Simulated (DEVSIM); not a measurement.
Structure: Ni/Al2O3/p-Si capacitor, at 400 K.

```csv
layer (left to right),material,thickness (nm),Na (cm⁻³)
1,Al2O3,3.90,-
2,Si,3100,3.5e16
```

Metal gate on the left, work function 5.1 eV. Fixed charge at the semiconductor interface 0 cm⁻² (in units of +e); no interface traps.

Constants are typed, rounded textbook-type inputs, not results; the design itself was drawn at random and stands for no fabricated device. Values at 300 K; Nc and Nv go as T^1.5, mobilities as T to minus their exponent, the gap by Varshni's rule with the affinity fixed.

| parameter | Al2O3 | Si |
|---|---|---|
| gap (eV) | 6.8 | 1.124 |
| affinity (eV) | 1.35 | 4.05 |
| permittivity | 9 | 11.7 |
| Nc (cm⁻³) | - | 2.86e19 |
| Nv (cm⁻³) | - | 3.1e19 |
| Varshni α (eV/K) | - | 0.000473 |
| Varshni β (K) | - | 636 |

DEVSIM, 1D Poisson equation in equilibrium, Boltzmann statistics, complete ionisation; no quantum confinement or tunnelling. Metal contacts follow the ideal Schottky-Mott rule: no Fermi-level pinning, no interface dipoles.

The substrate doping was swept, all else fixed.

```tsv
substrate doping (cm^-3)	minimum of the low-frequency capacitance (μF/cm²)	threshold voltage (band bending 2φF) (V)	flat-band voltage (V)
1.8e15	0.0249	0.71	0.30
3.5e15	[?]	[?]	0.28
7e15	0.0434	0.76	0.26
1.8e16	0.0608	0.81	0.23
3.5e16	0.0804	0.84	0.20
7e16	0.108	0.89	0.18
```

Question: What belongs in the gaps?

Answer: 
- 3.5e15, minimum of the low-frequency capacitance (μF/cm²): 0.0326
- 3.5e15, threshold voltage (band bending 2φF) (V): 0.74
